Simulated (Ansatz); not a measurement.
Cost and result by functional for the adsorption energy of Br on the 1x1 (111) surface of fcc Pt, one in a 2x2 cell, started at the site 'bridge Pt-Pt (span 2.8 Å)', in Ansatz (plane waves, PAW). Single points on the PBE structure, on one kind of machine; costs are rough ratios of the slab run's core time (references not counted) to the cheapest single point. r2SCAN's cost holds its higher cutoff (500 against 420 eV). Differences are taken against r2SCAN for comparison alone: no measured value is at hand, so the table doesn't rank accuracy.

Model: 17-atom slab, 6.9 Å thick at the start under the adsorbate (thin: gaps and levels are the slab's own), 6x6x1 mesh, Fermi-Dirac 0.1 eV, dipole correction, 8 atoms held, the rest relaxed; symmetry of the start imposed; no spin, no spin-orbit, no U, no dispersion correction. At the end it is bonded to 3 Pt. In PBE it is, or lies within 0.03 eV of, the lowest of the starts that converged. These notes are the PBE run's. Adsorption energies are against ½ Br2(g). A negative adsorption energy means that the adsorbate is more stable on the surface than in its reference.

```csv
functional,relative cost,adsorption energy (eV),less r2SCAN (eV)
RPBE,1,-0.84,0.59
r2SCAN,2,-1.43,0.00
PBE (the relaxed run's value),–,-1.14,0.29
```

The values span 0.59 eV, while the single points' costs differ by a factor of roughly 2. Differences are of unrounded values.

Ansatz is an electronic-structure program.
